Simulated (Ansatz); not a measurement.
Band structure of Cr (Im-3m, 1 atom in the cell).

```
Cr
1.0
   -1.41840     1.41840     1.41840
    1.41840    -1.41840     1.41840
    1.41840     1.41840    -1.41840
Cr
1
Direct
  0.00000   0.00000   0.00000
```
Moments meant for the start (each program seeds them in its own way; μB, in the order of the atoms Cr): 3.0.

Computed with PBE (plane waves, PAW; Ansatz, a program for electronic structure).

Settings: kpoints.mp_grid.grid = 13 13 13; hamiltonian.xc = pbe; hamiltonian.pseudopotentials = {kind: paw} (the program's default PAW files); magnetization.spin_polarized = true; scf.occupations.method = fermi_dirac; scf.occupations.width = 0.0073 Ry; kpoints.band_path.npoints = 8.

The starting cell was generated: these elements placed on a structure prototype, without a prior relaxation; it need not be a known phase or ordering of this composition. Its lattice was rescaled by a random factor within 2.5 % of one. The starting moments vanished: the run ended non-magnetic, which need not be the lowest state. The program warned that a starting moment was not kept.

Levels in eV from the Fermi level, bands 4 to 11 of the first spin channel:
```json
[
 {"point": "Γ", "4": "-42.67", "5": "-7.95", "6": "-0.94", "7": "-0.94", "8": "-0.94", "9": "1.16", "10": "1.16", "11": "22.37"},
 {"point": "H", "4": "-43.33", "5": "-4.42", "6": "-4.42", "7": "2.49", "8": "2.49", "9": "2.49", "10": "10.67", "11": "10.67"},
 {"point": "N", "4": "-42.68", "5": "-4.52", "6": "-2.52", "7": "1.11", "8": "1.16", "9": "1.51", "10": "2.90", "11": "10.03"},
 {"point": "P", "4": "-43.15", "5": "-2.38", "6": "-2.38", "7": "-2.38", "8": "1.58", "9": "1.58", "10": "10.35", "11": "10.35"}
]
```

Bands cross the Fermi level along this path, so the cell is metallic at this level.

The net moment of the cell came out as 0.00 μB.

Keys are those of Ansatz 0.2.
